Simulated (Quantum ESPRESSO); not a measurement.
A self-consistent single point of ZrTiO4 (P1, 24 atoms in the cell) with Quantum ESPRESSO.

Method of the run: PBEsol, GBRV 1.5 ultrasoft (PBESOL) pseudopotentials (plane waves; Quantum ESPRESSO 7.5).

```
ZrTiO4
1.0
    4.85302     0.00000     0.00000
   -0.00927     5.66443     0.00000
   -0.30748    -0.05986    10.18590
Zr Ti O
4 4 16
Direct
  0.00408   0.69959   0.87363
  0.99200   0.29998   0.11796
  0.99836   0.69431   0.37672
  0.49157   0.18750   0.38282
  0.99948   0.30849   0.63040
  0.49997   0.17851   0.86961
  0.50126   0.82304   0.12369
  0.50316   0.80961   0.62709
  0.23476   0.61594   0.04428
  0.24939   0.60628   0.54584
  0.21069   0.39939   0.28887
  0.23236   0.37776   0.78934
  0.30726   0.88910   0.78380
  0.26905   0.89937   0.27432
  0.24462   0.10278   0.54461
  0.28543   0.10685   0.02361
  0.70103   0.88511   0.47126
  0.72882   0.90458   0.97203
  0.74396   0.11569   0.71454
  0.72485   0.09445   0.21905
  0.74580   0.60819   0.20610
  0.79646   0.38771   0.46998
  0.76046   0.39208   0.94836
  0.77517   0.61368   0.70210
```

Reference input (self-consistent single point, DFT, PBEsol, plane waves, GBRV 1.5 ultrasoft (PBESOL) pseudopotentials): ecutwfc = 50 Ry; ecutrho = 400 Ry; occupations = smearing; smearing = fd; degauss = 0.0036749 Ry; potentials = {Zr: zr_pbesol_v1.uspp.F.UPF, Ti: ti_pbesol_v1.4.uspp.F.UPF, O: o_pbesol_v1.2.uspp.F.UPF}; K_POINTS = automatic 3 3 2 0 0 0; conv_thr = 1e-10 Ry. This run's input differs from it in these lines:

```diff
@@ -13,4 +13,4 @@
   ntyp = 3,
-  ecutwfc = 50,
-  ecutrho = 400,
+  ecutwfc = 30,
+  ecutrho = 240,
   occupations = 'smearing',
```

The program printed (abridged):

```
     Self-consistent Calculation

     iteration #  1     ecut=    30.00 Ry     beta= 0.70

---- Real-time Memory Report at c_bands before calling an iterative solver
           421 MiB given to the printing process from OS
           201 MiB allocation reported by mallinfo(arena+hblkhd)
------------------

     negative rho (up, down):  2.533E-01 0.000E+00

     total energy              =   -1370.37073402 Ry
     estimated scf accuracy    <      27.48098764 Ry

     iteration #  2     ecut=    30.00 Ry     beta= 0.70

---- Real-time Memory Report at c_bands before calling an iterative solver
   [... lines left out ...]
           600 MiB given to the printing process from OS
           262 MiB allocation reported by mallinfo(arena+hblkhd)
------------------

     negative rho (up, down):  2.635E-01 0.000E+00

     total energy              =   -1392.02803308 Ry
     estimated scf accuracy    <          3.2E-10 Ry

     iteration # 25     ecut=    30.00 Ry     beta= 0.70

---- Real-time Memory Report at c_bands before calling an iterative solver
           600 MiB given to the printing process from OS
           262 MiB allocation reported by mallinfo(arena+hblkhd)
------------------

     negative rho (up, down):  2.635E-01 0.000E+00
     End of self-consistent calculation

     the Fermi energy is    10.0602 ev

!    total energy              =   -1392.02803308 Ry
     estimated scf accuracy    <          4.6E-11 Ry
     smearing contrib. (-TS)   =      -0.00000000 Ry
     internal energy E=F+TS    =   -1392.02803308 Ry

     convergence has been achieved in  25 iterations

     negative rho (up, down):  2.635E-01 0.000E+00

     Forces acting on atoms (cartesian axes, Ry/au):

     atom    1 type  1   force =    -0.00007939   -0.00322220    0.00336833
     atom    2 type  1   force =     0.00001108    0.00238302    0.00087544
     atom    3 type  1   force =     0.00049343   -0.00889485   -0.00269393
     atom    4 type  1   force =    -0.00039743   -0.00669870   -0.00254453
     atom    5 type  2   force =    -0.00098542   -0.00084317    0.00008454
   [... lines left out ...]
     Total force =     0.035321     Total SCF correction =     0.000018
   [... lines left out ...]

     negative rho (up, down):  2.635E-01 0.000E+00
          total   stress  (Ry/bohr**3)                   (kbar)     P=     -180.22
  -0.00122778  -0.00000029   0.00001020         -180.61       -0.04        1.50
  -0.00000029  -0.00119775  -0.00000159           -0.04     -176.19       -0.23
   0.00001020  -0.00000159  -0.00124979            1.50       -0.23     -183.85

   JOB DONE.
```

The run converged in 25 iterations. Against the reference run the free energy rises by 86.0 meV/atom, the pressure goes from -9.40 to -18.02 GPa, the largest force moves little (0.281 to 0.280 eV/Å) and the gap on the mesh moves little (2.881 to 2.884 eV).

The starting cell comes from a database of computed structures (which also holds hypothetical and non-ambient phases and stackings), without a prior relaxation at this level. At the lowered cutoff the pressure carries the error of an incomplete plane-wave basis.

Cost on one core of a shared machine: roughly 9 min.
